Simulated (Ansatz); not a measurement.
Ansatz (a program for electronic structure) run on Ti2O (P3m1, 3 atoms in the cell): self-consistent single point

Level of theory: LDA (PW92), default PAW files made with PBE (plane waves; Ansatz).

Input:

Ansatz 0.2 input:
```yaml
# Ti2O
crystal:
  lattice:
    - [2.945218, 0.000000, 0.000000]
    - [-1.472609, 2.550633, 0.000000]
    - [0.000000, 0.000000, 4.807873]
  atoms:
    - { symbol: Ti, position: [0.333333, 0.666667, 0.740450] }
    - { symbol: Ti, position: [0.666667, 0.333333, 0.269950] }
    - { symbol: O, position: [0.000000, 0.000000, 0.000000] }
basis:
  ecutwfc: 30.9 Ry
kpoints:
  mp_grid: { grid: [13, 13, 7] }
hamiltonian:
  xc: lda
  pseudopotentials: { kind: paw }
scf:
  occupations: { method: fermi_dirac, width: 0.0073 Ry }
output:
  forces: true
  eigenvalues: true
  stress: true
```

Log, with long lists cut:

```
WARN the atoms were moved onto the symmetric positions of the space group found under crystal.symmetry.tolerance 1.0e-5 (fractional …
WARN ansatz: RAYON_NUM_THREADS=1 ignored (pool sized by the plan → 1); use --threads N
Pseudopotentials: kind: paw
Pseudopotential: Ti, paw, valence charge 12
Pseudopotential: O, paw, valence charge 6
Crystal: 3 atoms, lattice volume = 36.118 Å³
Basis set: ecut = 420.4159175005146 eV, 701 PW (Γ)
Bands: 19, of which v1, the nominal top of the filled ones, is band 15 counted from 1 (14 counted from 0)
Symmetry: 6 space group operations
Space group: P3m1 (ITA 156), of the structure as read, at distance tolerance 3.3e-5 Å
k-points: 126 of 1183 (time reversal used)
PAW frozen core: Ti, regenerated for the run's functional, and the local potential with it
PAW frozen core: O, regenerated for the run's functional, and the local potential with it
Initial density: superposition of atomic densities (neutral atoms: chi_scale 0, normalization atom), corrected by the library's trained network
Initial wavefunctions: pseudopotential atomic-orbital guess
Eigensolver: davidson
Functional: x = slater, c = lda
SCF iter   1: F=—  HF=-5459.248639 eV  |F-HF|=—  |Δ(HF+E_count)|=         —  Δρ=1.33e-2  dr2=5.27e-2  ethr=1.77e-3  ⟨swp⟩=4.2  Hψ=9001  notcnv=0
all-band conjugate gradients solve this SCF's bands
preconditioner: auto → Kerker (q_TF=auto, 2.645 Å⁻¹)
SCF iter   2: F=—  HF=-5459.239043 eV  |F-HF|=—  |Δ(HF+E_count)|=   9.60e-3  Δρ=5.43e-3  dr2=9.59e-3  ethr=1.76e-4  ⟨swp⟩=1.0  Hψ=3404  notcnv=0
SCF iter   3: F=—  HF=-5459.237385 eV  |F-HF|=—  |Δ(HF+E_count)|=   1.66e-3  Δρ=1.50e-3  dr2=1.16e-3  ethr=3.20e-5  ⟨swp⟩=2.2  Hψ=2962  notcnv=0
SCF iter   4: F=—  HF=-5459.237118 eV  |F-HF|=—  |Δ(HF+E_count)|=   2.67e-4  Δρ=2.94e-4  dr2=5.64e-5  ethr=3.86e-6  ⟨swp⟩=2.0  Hψ=2861  notcnv=0
SCF iter   5: F=—  HF=-5459.237101 eV  |F-HF|=—  |Δ(HF+E_count)|=   1.66e-5  Δρ=8.69e-5  dr2=4.06e-6  ethr=1.88e-7  ⟨swp⟩=2.1  Hψ=3073  notcnv=0
SCF iter   6: F=—  HF=-5459.237100 eV  |F-HF|=—  |Δ(HF+E_count)|=   9.81e-7  Δρ=2.87e-5  dr2=4.26e-7  ethr=1.35e-8  ⟨swp⟩=2.6  Hψ=4368  notcnv=0
SCF iter   7: F=-5459.237100 eV  HF=-5459.237100 eV  |F-HF|=2.65e-8  |Δ(HF+E_count)|=   1.07e-7  Δρ=9.50e-6  dr2=3.39e-8  ethr=3.33e-10  ⟨swp⟩=5.0  Hψ=9392  notcnv=0
SCF 1 converged in 7 iterations: F = -5459.237100 eV  dr2 = 3.39e-8
SCF converged after 7 iterations
Free energy (F): -5459.237100 eV
Harris-Foulkes:  -5459.237100 eV  (|F-HF|=2.65e-8)
Internal energy: -5459.196767 eV  (E = F + TS)
E sigma→0 (E₀):  -5459.216933 eV
Entropy (-TS):   -0.040333 eV (-13.444 meV/atom)
Fermi energy:    15.086042 eV
--- Per-component energies (eV) ---
  E_band       = -261.917968
  E_kinetic    = 722.087224
  E_local      = -1765.760283  (includes V_loc(G=0)·N_el)
  E_nonlocal   = 72.772891
  E_hartree    = 713.673981
  E_xc         = -267.721079
  E_vxc        = -339.024365  (∫ρ·V_xc dr)
  E_paw        = -2144.785645  (= ΣΔE_a)
  E_vpaw       = -379.341995  (= ΣTr[D̂ρ^β])
  E_aug_tail   = 0.002652  (compensation charges beyond the density's cutoff)
  E_ewald      = -2790.215330
  E_core_change = 0.748822  (= ΣΔE_core)
  E_smearing   = -0.040333  (= −TS)
  E_closure    = -0.000000  (closes the sum)
  Σ components = -5459.237100   (vs F -5459.237100, Δ=0.00e0)
--- Forces (eV/Å), atoms counted from 1 ---
  atom   1  Ti     0.00000000     0.00000000     0.12126148
  atom   2  Ti    -0.00000000     0.00000000    -0.40823707
  atom   3  O      0.00000000     0.00000000     0.28696216
  max |Σ_I F_I| component: 1.34e-5 eV/Å
--- Stress (GPa, compression-positive) ---
       -6.831307       0.000000      -0.000000
       -0.000000      -6.831307       0.000000
       -0.000000       0.000000     -11.362899
  P = ⅓ Tr σ = -8.3418 GPa (-83.418 kbar)
  The stress holds the Pulay correction. Without it, at fixed plane waves, as pw.x and ABINIT print it: P = -8.8148 GPa
--- Band table (eV; the first three rows and the last of 126) ---
  k-point 0: bands = ["-41.4930", "-41.3646", "-18.4732", "-17.7860", "-17.7860", "-17.7126", "-17.7042", "-17.7042", "-5.7779", "7.3305", "8.9823", "8.9823", "11.4929", "14.9897", "15.2421", "15.6541", "15.6541", "16.2035", "16.2035"]
  k-point 1: bands = ["-41.4873", "-41.3704", "-18.4375", "-17.7831", "-17.7831", "-17.7525", "-17.7071", "-17.7071", "-5.7665", "7.2515", "8.9704", "8.9704", "11.7194", "14.6424", "15.5710", "15.5710", "15.5920", "16.1445", "16.1445"]
  k-point 2: bands = ["-41.4719", "-41.3862", "-18.3367", "-17.8628", "-17.7756", "-17.7756", "-17.7146", "-17.7146", "-5.7408", "7.0880", "8.9436", "8.9436", "12.3008", "14.2042", "15.3737", "15.3737", "15.9863", "16.4683", "16.4683"]
  k-point 125: bands = ["-41.3440", "-41.3376", "-18.2579", "-18.2386", "-18.1490", "-18.0936", "-17.8216", "-17.8084", "-5.2675", "7.2573", "7.5712", "8.1339", "13.8040", "14.3300", "14.3770", "16.0602", "16.1891", "16.7260", "17.8042"]
```

The run converged in 7 iterations.

The starting cell comes from a database of computed structures (which also holds hypothetical and non-ambient phases and stackings), without a prior relaxation at this level. Its lattice was rescaled by up to half a per cent. One atom was moved a little off its site on purpose. Spin polarisation is off, so a magnetic state, if there is one, cannot be reached. With a pressure of about -8 GPa the cell is away from its equilibrium volume at this level. Ansatz's pressure includes its estimate of the finite-basis (Pulay) stress.
